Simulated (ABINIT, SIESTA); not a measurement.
A SIESTA input for a self-consistent single point of Y2Ge3 (P-6m2, 5 atoms in the cell) (DFT, GGA PBEsol, numerical atomic orbitals DZP, PseudoDojo PBEsol standard norm-conserving potentials (rewritten from UPF to PSML)):

```
# files in the folder: Y.psml Ge.psml (PseudoDojo PBEsol standard)
SystemName  Y2Ge3
SystemLabel siesta

NumberOfAtoms                5
NumberOfSpecies              2
%block ChemicalSpeciesLabel
  1 39 Y
  2 32 Ge
%endblock ChemicalSpeciesLabel
LatticeConstant              1.0 Ang
%block LatticeVectors
     4.304581000    0.000000000    0.000000000
    -2.152291000    3.727877000    0.000000000
     0.000000000    0.000000000    6.965144000
%endblock LatticeVectors
AtomicCoordinatesFormat      Ang
%block AtomicCoordinatesAndAtomicSpecies
     0.000000000    0.000000000    5.084067560  1
     0.000000000    0.000000000    1.881076440  1
    -0.000002486    2.485252576    0.000000000  2
     2.152292486    1.242624424    3.482572000  2
     2.152292486    1.242624424    0.000000000  2
%endblock AtomicCoordinatesAndAtomicSpecies

XC.functional                GGA
XC.authors                   PBEsol
PAO.BasisSize                DZP
PAO.EnergyShift              0.01 Ry
MeshCutoff                   400 Ry
%block kgrid.MonkhorstPack
    7   0   0  0.0
    0   7   0  0.0
    0   0   4  0.0
%endblock kgrid.MonkhorstPack
OccupationFunction           FD
ElectronicTemperature        1160.45 K

MaxSCFIterations             150
SCF.Mixer.Method             Pulay
SCF.Mixer.Weight             0.25
SCF.Mixer.History            6
SCF.DM.Tolerance             1.0E-05
Diag.ParallelOverK           true
WriteForces                  true
Charge.Mulliken              end
```

Question: Write the same calculation as an input for ABINIT.

Answer: This is the input that was run; spellings and numerical settings could be chosen otherwise.

```
# Y2Ge3, PseudoDojo nc-sr-04 PBEsol standard
pp_dirpath "./"
pseudos "Y.upf, Ge.upf"
acell 3*1.0 Angstrom
rprim
         4.3045812895    0.0000001828    0.0000000000
        -2.1522908031    3.7278766579    0.0000000000
         0.0000000000    0.0000000000    6.9651440000
natom 5
ntypat 2
znucl 39 32
typat 1 1 2 2 2
xcart
         0.0000000000    0.0000000000    9.6074952873
         0.0000000000    0.0000000000    3.5547192912
        -0.0000001995    4.6964440551    0.0000000000
         4.0672397594    2.3482222003    6.5811072893
         4.0672397594    2.3482222003    0.0000000000
ecut 39 Ha
occopt 3
tsmear 0.1 eV
nband 41
kptopt 1
ngkpt 7 7 4
nshiftk 1
shiftk 0 0 0
nstep 50
tolvrs 1.0e-11
prtwf 0
prtden 0
enunit 1
```

Basis, cutoffs, solver keys and any potentials are the target program's own. This input uses DFT, PBEsol, plane waves, norm-conserving pseudopotentials (PseudoDojo nc-sr-04 PBEsol standard).

The starting cell comes from a database of computed structures (which also holds hypothetical and non-ambient phases and stackings), without a prior relaxation at this level. For this run, on top of that: lattice scaled by 0.98.
